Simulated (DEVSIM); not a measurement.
# abrupt Si n-p junction

Device: abrupt Si n-p junction, at 300 K.

```tsv
layer (left to right)	material	thickness (μm)	Nd (cm⁻³)	Na (cm⁻³)	τn (s)	τp (s)
1	Si	0.200	2.2e17	-	2e-7	2e-7
2	Si	39.0	-	1.6e14	2e-7	2e-7
```

Left contact: ohmic. Right contact: ohmic. Voltage is applied to the left contact. Recombination: SRH at mid-gap, radiative, Auger. Mobility is constant in doping.

Constants are typed, rounded textbook-type inputs, not results; the design itself was drawn at random and stands for no fabricated device. Values at 300 K.

```tsv
parameter	Si
gap (eV)	1.124
affinity (eV)	4.05
permittivity	11.7
Nc (cm⁻³)	2.86e19
Nv (cm⁻³)	3.1e19
μn (cm²/Vs)	1417
μp (cm²/Vs)	470
B (cm³/s)	4.7e-15
Cn (cm⁶/s)	2.8e-31
Cp (cm⁶/s)	9.9e-32
```

Simulated with DEVSIM: 1D drift-diffusion, Boltzmann statistics, complete ionisation; no tunnelling, impact ionisation, image-force lowering or self-heating.

```json
{
 "potential_step_across_the_device_at_zero_bias": "0.683 V",
 "largest_field_in_the_device_at_zero_bias": "26000 V/cm",
 "Dark forward voltage at 1 A/cm²": "0.580 V",
 "Dark forward voltage at 100 A/cm²": "1.303 V"
}
```

Dark forward current:

(V (V), J (A/cm²)): (-0.05, -2.2e-7); (-0.15, -3.0e-6); (-0.20, -1.1e-5); (-0.30, -0.00027); (-0.40, -0.0097); (-0.45, -0.052); (-0.55, -0.59); (-0.60, -1.4); (-0.70, -5.3); (-0.80, -13); (-0.85, -18); (-0.95, -32); (-1.05, -48); (-1.10, -58); (-1.20, -78); (-1.25, -88); (-1.35, -110); (-1.45, -130); (-1.50, -140); (-1.60, -170)
